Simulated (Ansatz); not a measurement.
Consider the following.

```
SiO2
1.0
    5.10077     0.00000     0.00000
    0.00000     5.10077     0.00000
    0.00000     0.00000     7.10652
Si O
4 8
Direct
  0.29247   0.29247   0.00000
  0.79247   0.20753   0.75000
  0.20753   0.79247   0.25000
  0.70753   0.70753   0.50000
  0.24166   0.09051   0.17297
  0.74166   0.40949   0.57703
  0.25834   0.59051   0.07703
  0.75834   0.90949   0.67297
  0.90949   0.75834   0.32703
  0.40949   0.74166   0.42297
  0.59051   0.25834   0.92297
  0.09051   0.24166   0.82703
```

No spin polarisation.

All numbers come from plane-wave PAW DFT at the PBE level (Ansatz, a first-principles code, 420 eV), no spin-orbit coupling. Settings: 5×5×4 k-points, 0.05 eV Fermi–Dirac smearing.

Question: Estimate the electron mass.

Answer: 0.54 mₑ (at Γ).

Question: Predict the gap character.

Answer: Direct at Γ.

Question: Predict the band gap.

Answer: 5.50 eV.

The cells carry an imposed strain or load. Effective masses come from finite differences of ±0.01 Å⁻¹. No phonon test of stability was made. The cell was made from SiO₂ (space group P4_12_12, No. 92) by this change: biaxial strain +0.32 %, plane normal [001], relaxed out of plane.
